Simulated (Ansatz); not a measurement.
The parent structure is BeS (space group P6_422, No. 181; a = 3.424 Å, c = 7.746 Å; a hypothetical phase, not in the database extracts checked). Axes: x lies along a and z along c of the hexagonal cell.

All numbers come from plane-wave PAW DFT at the PBEsol level (Ansatz, a first-principles code, 420 eV), spin-orbit coupling left out.

Now apply this change: tensile biaxial strain of 2.01 % in the plane normal to [001], as in epitaxy on a mismatched substrate; the out-of-plane cell vector and the atoms relax.

Problem. Estimate the effect on the ratio −ε⊥/ε∥ and in-plane stress.

Solution. The ratio −ε⊥/ε∥ comes out as 0.50; the mean in-plane stress (compression positive) amounts to -4.3 GPa.

Whether these cells are dynamically stable was not tested. The base started in P3_121 and relaxed to P6_422 at this level.
